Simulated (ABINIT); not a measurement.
```
CELL_PARAMETERS angstrom
     -1.84903     1.84903     4.40922
      1.84903    -1.84903     4.40922
      1.84903     1.84903    -4.40922
ATOMIC_POSITIONS crystal
  Zr 0.00000 0.00000 0.00000
  P  0.75000 0.25000 0.50000
  P  0.25000 0.75000 0.50000
  P  0.50000 0.50000 0.00000
```

Computed with LDA (PW92), PAW (JTH v2.0 LDA PAW) (plane waves; ABINIT 10.0.3).

The set-up and first iterations of an ABINIT log for ZrP3 (I4/mmm, 4 atoms in the cell):

```
 Symmetries : space group I4/m m m (#139); Bravais tI (body-center tetrag.)

 -outvars: echo values of preprocessed input variables --------
            acell      9.6873226652E+00  9.6873226652E+00  9.6873226652E+00 Bohr
             ecut      2.10000000E+01 Hartree
           enunit           1
              ixc           7
         kptrlatt        7    0    0      0    7    0      0    0    7
          kptrlen      4.89181650E+01
            natom           4
            nband          14
            ngfft          40      40      40
          ngfftdg          60      60      60
             nkpt          40
            nstep         100
             nsym          16
           ntypat           2
           occopt           3
        pawecutdg      4.20000000E+01 Hartree
         pawxcdev           0
            rprim     -3.6069353350E-01  3.6069353350E-01  8.6011647450E-01
   [... lines left out ...]
                       5.0000000000E-01  5.0000000000E-01  0.0000000000E+00
            znucl       40.00000   15.00000

== DATASET  1 ==================================================================

 Exchange-correlation functional for the present dataset will be:
  LDA: Perdew-Wang 92 LSD fit to Ceperley-Alder data - ixc=7
 Citation for XC functional:
  J.P.Perdew and Y.Wang, PRB 45, 13244 (1992)

 Real(R)+Recip(G) space primitive vectors, cartesian coordinates (Bohr,Bohr^-1):
 R(1)= -3.4941546  3.4941546  8.3322258  G(1)=  0.0000000  0.1430961  0.0600080
 R(2)=  3.4941546 -3.4941546  8.3322258  G(2)=  0.1430961  0.0000000  0.0600080
 R(3)=  3.4941546  3.4941546 -8.3322258  G(3)=  0.1430961  0.1430961  0.0000000
 Unit cell volume ucvol=  4.0691647E+02 bohr^3
 Angles (23,13,12)=  1.37714411E+02  1.37714411E+02  6.13406737E+01 degrees

 Coarse grid specifications (used for wave-functions):

 getcut: wavevector=  0.0000  0.0000  0.0000  ngfft=  40  40  40
         ecut(hartree)=     21.000   => boxcut(ratio)=   2.00216

 Fine grid specifications (used for densities):

 getcut: wavevector=  0.0000  0.0000  0.0000  ngfft=  60  60  60
         ecut(hartree)=     42.000   => boxcut(ratio)=   2.12327

   4.13752738E+02                                ecore*ucvol(ha*bohr**3)

_setup2: Arith. and geom. avg. npw (full set) are    1869.554    1869.539
--- !BeginCycle
solver: {iscf: 17, nstep: 100, nline: 4, wfoptalg: 10, }
tolerances: {tolvrs: 1.00E-12, }
...

     iter   Etot(hartree)      deltaE(h)  residm     nres2
 ETOT  1  -67.711573831670    -6.771E+01 1.223E-01 1.365E+01
 ETOT  2  -67.863741350404    -1.522E-01 1.491E-02 2.137E+00
 ETOT  3  -67.863804174213    -6.282E-05 3.533E-03 3.092E-01
 ETOT  4  -67.864211342986    -4.072E-04 2.067E-03 5.779E-03
 ETOT  5  -67.864432792911    -2.214E-04 7.415E-04 8.773E-04
```

Task: How does the run end?

Result: The run ended unconverged after 100 iterations. It gives no final result for the task that was set. The log goes on:

```
   [... 91 lines left out ...]
 ETOT 97  -67.864594143803    -1.013E-08 7.220E-08 2.129E-08
 ETOT 98  -67.864594153428    -9.626E-09 1.248E-07 5.464E-09
 ETOT 99  -67.864594162622    -9.193E-09 6.612E-08 1.086E-08
 ETOT  100  -67.864594171394    -8.772E-09 1.086E-07 2.567E-09

 Cartesian components of stress tensor (hartree/bohr^3)
  sigma(1 1)= -2.10573804E-05  sigma(3 2)=  0.00000000E+00
  sigma(2 2)= -2.10573804E-05  sigma(3 1)=  0.00000000E+00
  sigma(3 3)= -8.60780332E-05  sigma(2 1)=  0.00000000E+00
 scprqt:  WARNING -
  nstep=  100 was not enough SCF cycles to converge;
  density residual=  2.567E-09 exceeds tolvrs=  1.000E-12

 ----iterations are completed or convergence reached----

 reduced coordinates (array xred) for    4 atoms
       0.000000000000      0.000000000000      0.000000000000
       0.750000000000      0.250000000000      0.500000000000
       0.250000000000      0.750000000000      0.500000000000
       0.500000000000      0.500000000000      0.000000000000
 cartesian forces (eV/Angstrom) at end:
    1     -0.00000000000000    -0.00000000000000    -0.00000000000000
    2     -0.00000000000000    -0.00000000000000    -0.00000000000000
    3     -0.00000000000000    -0.00000000000000    -0.00000000000000
    4     -0.00000000000000    -0.00000000000000    -0.00000000000000
 frms,max,avg= 0.0000000E+00 0.0000000E+00   0.000E+00  0.000E+00  0.000E+00 e/A
 length scales=  9.687322665236  9.687322665236  9.687322665236 bohr
   [... lines left out ...]
 Fermi (or HOMO) energy (eV) =  12.73800   Average Vxc (eV)= -11.97182
   [... lines left out ...]
local_psp           : -3.90077250039484E+01
internal            : -6.78613553927198E+01
'-kT*entropy'       : -3.23769634380006E-03
total_energy        : -6.78645930890636E+01
total_energy_eV     : -1.84668949304921E+03
...

-Cartesian components of stress tensor (GPa)         [Pressure=  1.2572E+00 GPa]
- sigma(1 1)= -6.19529415E-01  sigma(3 2)=  0.00000000E+00
- sigma(2 2)= -6.19529415E-01  sigma(3 1)=  0.00000000E+00
- sigma(3 3)= -2.53250275E+00  sigma(2 1)=  0.00000000E+00

 Calculation completed.
```

The starting cell comes from a database of computed structures (which also holds hypothetical and non-ambient phases and stackings), without a prior relaxation at this level. Its lattice was rescaled by a random factor within 2.5 % of one.

The run was DFT, LDA (PW92), plane waves, PAW (JTH v2.0 LDA PAW). Main settings of its input:

* **pseudos**: [Zr.LDA_PW-JTH.xml, P.LDA_PW-JTH.xml]
* **ecut**: 21 Ha
* **pawecutdg**: 42 Ha
* **pawxcdev**: 0
* **ixc**: 7
* **occopt**: 3
* **tsmear**: 0.136 eV
* **ngkpt**: 7 7 7
* **nshiftk**: 1
* **shiftk**: 0 0 0
* **potentials**: JTH v2.0 LDA PAW
* **nband**: 14
